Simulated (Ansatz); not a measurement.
Take Fe in the bcc (W type) structure (space group Im-3m, No. 229; a = 2.832 Å; ferromagnetic) as the base.

The values are results of PBE, PAW, 420 eV (Ansatz, a first-principles code; spin-orbit coupling left out), not measurements.

Base values:

| Quantity | Result |
|---|---|
| Pressure | 0.0 GPa |
| Magnetic state | ferromagnetic |
| Band gap | zero |
| Largest site moment | 2.22 μB |

Perturbation: the cell is scaled by 0.9933 in all directions; the atoms relax in the strained cell.

What happens to the energy relative to the base?

The energy goes up by 2.9 meV/atom.

What does the calculation give for the pressure after the change?

The pressure goes from zero to 4.2 GPa.

Estimate the effect on the magnetic state.

The magnetic state stays ferromagnetic.

Estimate the effect on the band gap.

The band gap remains zero.

How does this affect the largest site moment?

The largest site moment is nearly the same (2.22 μB against 2.19 μB).

The magnetic state is the one reached from the starting moments; the real material's order can differ, and small cells can't hold many antiferromagnetic ones. No phonon test of stability was made.
